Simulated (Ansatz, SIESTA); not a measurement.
**Code comparison for SrLaCoO4 (P1, 7 atoms in the cell)**

Self-consistent single point, at a second geometry (atoms moved at random). First geometry:

```yaml
crystal:
  lattice:
    - [-1.92881, 1.92881, 6.30079]
    - [1.92881, -1.92881, 6.30079]
    - [1.92881, 1.92881, -6.30079]
  atoms:
    - { symbol: Sr, position: [0.64142, 0.64142, 0.00000] }
    - { symbol: La, position: [0.35855, 0.35855, 0.00000] }
    - { symbol: Co, position: [0.00288, 0.00288, 0.00000], spin: 3.0 }
    - { symbol: O, position: [0.99429, 0.49429, 0.50000] }
    - { symbol: O, position: [0.49429, 0.99429, 0.50000] }
    - { symbol: O, position: [0.83647, 0.83647, 0.00000] }
    - { symbol: O, position: [0.17215, 0.17215, 0.00000] }
```
(The spins are starting values, not results.)

Second geometry:
```xyz
7
Lattice="-1.9288 1.9288 6.3008 1.9288 -1.9288 6.3008 1.9288 1.9288 -6.3008" Properties=species:S:1:pos:R:3 pbc="T T T"
Sr     0.0125    -0.0382     8.1260
La    -0.0508     0.0061     4.5411
Co    -0.0211    -0.0002     0.0241
O      0.0599     1.9313     6.2377
O      1.9607     0.0867     6.1570
O     -0.0036    -0.0039    10.5254
O     -0.0287    -0.0531     2.1940
```
Moments meant for the start (each program seeds them in its own way; μB, in the order of the atoms Sr La Co O O O O): 0.0 0.0 3.0 0.0 0.0 0.0 0.0.

Shared settings, as Ansatz (a quantum-chemistry and plane-wave program) writes them: kpoints.mp_grid.grid = 5 5 5; scf.occupations.method = fermi_dirac; scf.occupations.width = 0.02 eV. Potentials and cutoffs stand in the table.

```
code                                                                                                                            model  ΔF from the first geometry (meV/atom)  pressure (GPa)  largest force (eV/Å)  size of the net moment (μB/atom)       cutoff
------  -----------------------------------------------------------------------------------------------------------------------------  -------------------------------------  --------------  --------------------  --------------------------------  -----------
Ansatz                                                                                                PBEsol, PAW files made with PBE                                   20.0           -9.53                 1.205                              0.11       420 eV
SIESTA  GGA PBEsol, numerical atomic orbitals DZP, PseudoDojo PBEsol standard norm-conserving potentials (rewritten from UPF to PSML)                                   26.2           -5.03                 1.632                              0.34  grid 300 Ry
```

Size of the force on each atom (eV/Å): Sizes of forces hide their directions.

| code | Sr1 | La2 | Co3 | O4 | O5 | O6 | O7 |
|---|---|---|---|---|---|---|---|
| Ansatz | 0.598 | 0.467 | 0.942 | 0.957 | 1.205 | 0.856 | 0.891 |
| SIESTA | 0.545 | 0.459 | 1.208 | 1.185 | 1.632 | 0.766 | 0.784 |

The net moments differ, which can mean other magnetic states; other values may part for that reason too.

On Ansatz's run: the moments shrank to a small part of their start, a low-spin state that need not be the lowest.

The spread over the programs that give each value: ΔF from the first geometry within 6.2 meV/atom; pressure within 4.50 GPa; largest force within 0.427 eV/Å; size of the net moment within 0.23 μB/atom.

SIESTA uses small atom-centred bases, whose incompleteness enters pressures, forces and empty levels differently from a plane-wave cutoff. Ansatz's pressure is given at a fixed set of plane waves, as the other plane-wave codes print theirs; with its correction for the finite basis it is -9.18 GPa (the shift of 0.35 GPa shows how far the cutoff is from converged).

The starting cell comes from a database of computed structures (which also holds hypothetical and non-ambient phases and stackings), without a prior relaxation at this level. For this run, on top of that: atoms moved at random.

Keys are those of Ansatz 0.2.
